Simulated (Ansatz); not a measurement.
Input and output of a self-consistent single point for CoSi2 (I4mm, 3 atoms in the cell) (Ansatz, an electronic-structure program).

Level of theory: PBEsol, default PAW files made with PBE (plane waves; Ansatz).

The change in words: lattice scaled by 0.98; kpoints.mp_grid.grid: 11 11 11 → 14 14 14; scf.occupations.width: 0.1 eV → 0.05 eV. Reference geometry:
```
CoSi2
1.0
    0.00000     2.67196     2.67196
    2.67196     0.00000     2.67196
    2.67196     2.67196     0.00000
Co Si
1 2
Direct
  0.00936   0.00936   0.99064
  0.25000   0.25000   0.25000
  0.75000   0.75000   0.75000
```

Reference input (self-consistent single point, DFT, PBEsol, plane waves, default PAW files made with PBE): basis.ecutwfc = 420 eV; kpoints.mp_grid.grid = 11 11 11; hamiltonian.xc = pbesol; hamiltonian.pseudopotentials = {kind: paw} (the program's default PAW files); scf.occupations.method = fermi_dirac; scf.occupations.width = 0.1 eV. This run's input differs from it in these lines:

Ansatz 0.2 input:
```diff
@@ -3,5 +3,5 @@
   lattice:
-    - [0.000000, 2.671960, 2.671960]
-    - [2.671960, 0.000000, 2.671960]
-    - [2.671960, 2.671960, 0.000000]
+    - [0.000000, 2.618521, 2.618521]
+    - [2.618521, 0.000000, 2.618521]
+    - [2.618521, 2.618521, 0.000000]
   atoms:
@@ -14,3 +14,3 @@
   mp_grid:
-    grid: [11, 11, 11]
+    grid: [14, 14, 14]
 hamiltonian:
@@ -22,3 +22,3 @@
     method: fermi_dirac
-    width: 0.1 eV
+    width: 0.05 eV
 output:
```

Output (repeated stretches shortened):

```
SCF iter   1: F=—  HF=-6337.673662 eV  |F-HF|=—  |Δ(HF+E_count)|=         —  Δρ=1.95e-2  dr2=9.55e-2  ethr=1.77e-3  ⟨swp⟩=5.4  Hψ=21797  notcnv=0
all-band conjugate gradients solve this SCF's bands
preconditioner: auto → Kerker (q_TF=auto, 2.569 Å⁻¹)
SCF iter   2: F=—  HF=-6337.664955 eV  |F-HF|=—  |Δ(HF+E_count)|=   8.71e-3  Δρ=6.31e-3  dr2=1.37e-2  ethr=3.82e-4  ⟨swp⟩=2.0  Hψ=7102  notcnv=0  defer=32
   [... lines left out ...]
SCF iter   5: F=—  HF=-6337.663750 eV  |F-HF|=—  |Δ(HF+E_count)|=   3.77e-6  Δρ=1.18e-4  dr2=5.88e-6  ethr=4.59e-7  ⟨swp⟩=2.4  Hψ=7000  notcnv=0  defer=33
SCF iter   6: F=—  HF=-6337.663735 eV  |F-HF|=—  |Δ(HF+E_count)|=   1.55e-5  Δρ=6.72e-5  dr2=8.34e-7  ethr=2.35e-8  ⟨swp⟩=2.3  Hψ=6620  notcnv=0  defer=33
SCF iter   7: F=—  HF=-6337.663735 eV  |F-HF|=—  |Δ(HF+E_count)|=   7.22e-8  Δρ=2.15e-5  dr2=1.25e-7  ethr=3.34e-9  ⟨swp⟩=2.8  Hψ=6851  notcnv=0  defer=33
SCF iter   8: F=-6337.663735 eV  HF=-6337.663735 eV  |F-HF|=3.53e-9  |Δ(HF+E_count)|=   1.17e-8  Δρ=4.39e-6  dr2=5.02e-9  ethr=4.00e-10  ⟨swp⟩=4.4  Hψ=13585  notcnv=0
SCF 1 converged in 8 iterations: F = -6337.663735 eV  dr2 = 5.02e-9
Free energy (F): -6337.663735 eV
Internal energy: -6337.655822 eV  (E = F + TS)
E sigma→0 (E₀):  -6337.659778 eV
Entropy (-TS):   -0.007913 eV (-2.638 meV/atom)
Fermi energy:    13.915803 eV
--- Forces (eV/Å), atoms counted from 1 ---
  atom   1  Co     0.00000000     0.00000000    -0.72092946
  atom   2  Si    -0.00000000    -0.00000000     0.36046241
  atom   3  Si     0.00000000     0.00000000     0.36046241
--- Stress (GPa, compression-positive) ---
        9.453572       0.000000       0.000000
        0.000000       9.453572       0.000000
        0.000000       0.000000       9.300528
  P = ⅓ Tr σ = 9.4026 GPa (94.026 kbar)
  The stress holds the Pulay correction. Without it, at fixed plane waves, as pw.x and ABINIT print it: P = 9.3110 GPa
```

The run converged in 8 iterations. Against the reference run the free energy goes up by 17.7 meV/atom, the pressure goes from -3.07 to 9.40 GPa and the largest force goes from 0.580 to 0.721 eV/Å.

The starting cell has typed, rounded lattice constants, without a prior relaxation at this level. Its lattice was rescaled by up to half a per cent. One atom was moved a little off its site on purpose. For this run, on top of that: lattice scaled by 0.98. Spin polarisation is off. With a pressure of about 9 GPa the cell is away from its equilibrium volume at this level. Ansatz's pressure includes its estimate of the finite-basis (Pulay) stress.
